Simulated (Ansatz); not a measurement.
Functionals compared on H on the 1x1 (111) surface of fcc Al, one in a 2x2 cell, started at the site 'bridge Al-Al (span 2.9 Å)', in Ansatz (plane waves, PAW). The structure was relaxed with PBE; the other rows are single points on it, each with its references at the same level. Cutoff 420 eV (500 eV for r2SCAN).

Set-up: 17 atoms, 7.0 Å thick at the start under the adsorbate (thin: gaps and levels are the slab's own); mesh 6x6x1; 0.1 eV smearing; dipole correction on; 8 atoms held, the rest relaxed; held to the start's symmetry, so lower structures may exist; no spin, no spin-orbit, no U, no dispersion correction. At the end it is bonded to 3 Al. In PBE this state lies 0.03 eV over the lowest of the starts that converged ('top Al'). These notes are the PBE run's. Adsorption energies are against ½ H2(g). A negative adsorption energy means that the adsorbate is more stable on the surface than in its reference.

```csv
functional,adsorption energy (eV),work function of the top face (eV),change of the work function (eV),rough cost of the single point
PBE,0.24,3.95,-0.08,–
RPBE,0.36,3.87,-0.09,very roughly 29 core-seconds
r2SCAN,0.24,3.97,-0.11,about 60 core-seconds (a rough figure)
```

Ansatz is a program for electronic structure.
